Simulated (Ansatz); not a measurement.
Consider the following.

```
CELL_PARAMETERS angstrom
      0.00000     2.99735     2.99735
      2.99735     0.00000     2.99735
      2.99735     2.99735     0.00000
ATOMIC_POSITIONS crystal
  Lu 0.00000 0.00000 0.00000
  Sb 0.50000 0.50000 0.50000
```

Computed with PBEsol, DFPT electron-phonon coupling, linearised Boltzmann equation (plane waves, PAW, scalar-relativistic; Ansatz, a first-principles code). Cell: relaxed with this functional, without spin-orbit coupling.

### Question
Predict the intrinsic resistivity at 300 K.

### Answer
16.9 μΩ·cm.

### Question
And the electrons' mean free path at that temperature?

### Answer
28 nm, weighted by the current that each state carries. Wires not much wider than this gain resistivity from their walls.

A metal at this level (no band gap). Only scattering by harmonic phonons is included (no impurities, grain boundaries, electron-electron scattering or thermal expansion). Spin-orbit coupling is left out, which matters with elements this heavy. Halving the electron mesh (24x24x24) moves the resistivity by up to 11 % at 300 K, the mean free path by up to 6 %. Smearing 0.20 eV; phonons on a 4x4x4 q mesh, which this run doesn't test.

Computed structure with no diffraction record at hand here (it may be known, metastable or hypothetical): LuSb (Fm-3m).
